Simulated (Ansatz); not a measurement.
The parent structure is PdCl2 in the fluorite structure (space group Fm-3m, No. 225; a = 6.166 Å; ferromagnetic; a hypothetical phase, not in the database extracts checked; relaxed with 0.1 eV smearing). Axes: x, y, z lie along the cube axes.

Computed with PBEsol (Ansatz, an electronic-structure program; PAW; 420 eV plane waves; no spin-orbit coupling).

A first run, uniaxial strain ε_zz = +1.83 %, gives secant values C11 ≈ 130 GPa and C12 ≈ 34 GPa from its stress. A second run applies isotropic strain −1.20 %.

### Question
What does linear elasticity predict for the bulk modulus −ΔP/(ΔV/V₀) in the second run, and what does the run give?

### Answer
Linear elasticity: (C11 + 2 C12)/3 = 66 GPa. The run gives 78 GPa; any difference comes from nonlinear terms at these strains and numerical noise.

Other magnetic orders, which the real material may have, were not ruled out. Whether these cells are dynamically stable was not tested. No Hubbard U is applied, and correlation can decide whether such a compound is a metal.
